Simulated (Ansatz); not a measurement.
Start from SrTiO₃ in the cubic perovskite structure (space group Pm-3m, No. 221).

```
CELL_PARAMETERS angstrom
      3.89114     0.00000     0.00000
      0.00000     3.89114     0.00000
      0.00000     0.00000     3.89114
ATOMIC_POSITIONS crystal
  Sr 0.00000 0.00000 0.00000
  Ti 0.50000 0.50000 0.50000
  O  0.50000 0.00000 0.50000
  O  0.00000 0.50000 0.50000
  O  0.50000 0.50000 0.00000
```

Cartesian axes are those of the cell as printed.

Calculations: PBEsol (Ansatz, a program for electronic structure, PAW, no SOC).

One thing is altered: the cell is scaled by 1.0120 in all directions; the atoms relax in the strained cell.

**Question.** Predict the stress tensor and what it implies for the stiffness.

**Answer.** Stress of the strained cell less that of the base (GPa, compression positive):
```
  -6.15    0.00    0.00
   0.00   -6.15    0.00
   0.00    0.00   -6.15
```

Then B = −ΔP/(ΔV/V₀) with ΔV/V₀ = 0.0364 gives secant stiffness values (nonlinear terms included at this strain): B ≈ 169 GPa.

As a check, the harmonic strain energy −½ V₀ Δσ:ε is 8.1 meV/atom; the computed energy rise is 8.5 meV/atom.

No phonon test of stability was made. All final runs are without spin polarisation. Many cubic perovskites are stable only at high temperature; tilts and polar distortions were not tested.
